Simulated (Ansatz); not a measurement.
Start from SiC in the zinc blende structure (space group F-43m, No. 216; a = 4.356 Å). Axes: x, y, z lie along the cube axes.

Level of theory: plane-wave PAW DFT at the r2SCAN level (Ansatz, an electronic-structure program, 500 eV), without spin-orbit coupling.

Base values:

The valley order is X along ⟨100⟩ 1.71 eV.

Now apply this change: a pure shear with ε_yz = ε_zy = 0.0356; the atoms relax in the strained cell.

Task: How does this affect the stress?

Result: The stress (xx, yy, zz, yz, xz, xy; compression positive) comes out as (-0.04, 1.23, 1.23, -18.66, 0.00, 0.00) GPa.

Task: What does the calculation give for the valley order after the change?

Result: The valley order (the lowest conduction-band minima on the path, energy above the VBM, named in the base's zone) changes from X along ⟨100⟩ 1.71 eV to X along [100] 1.09 eV; X along [001] 1.32 eV.

The levels and masses belong to the bands next to the band gap. No phonon test of stability was made.
